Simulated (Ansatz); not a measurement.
**A computed series for InAgTe2: response to strain**

The reference is InAgTe$_{2}$ in the chalcopyrite structure (space group I-42d, No. 122; a = 6.432 Å, c = 12.766 Å). Axes: x, y, z lie along a, b, c of the conventional cell.

Strains are applied to the cell and any free atomic positions relax.

Calculations: Ansatz (a first-principles code), PBEsol, PAW, cutoff 420 eV, scalar-relativistic without spin-orbit coupling.

Notes on the quantities. energy relative to the base: free energy F.

```csv
case,energy relative to the base,shortest interatomic distance,band gap
base,0 meV/atom,2.746 Å,0.08 eV
uniaxial strain ε_xx = −3.00 %,+5.3 meV/atom,2.716 Å,0.14 eV
uniaxial strain ε_xx = −2.25 %,+3.0 meV/atom,2.723 Å,0.14 eV
uniaxial strain ε_xx = −0.75 %,+0.3 meV/atom,2.738 Å,0.10 eV
```

Spin-orbit coupling, missing from the scalar runs, can matter with Te. Whether these cells are dynamically stable was not tested. A zero or small gap of InAgTe2 can be the functional's error rather than a property of the material.
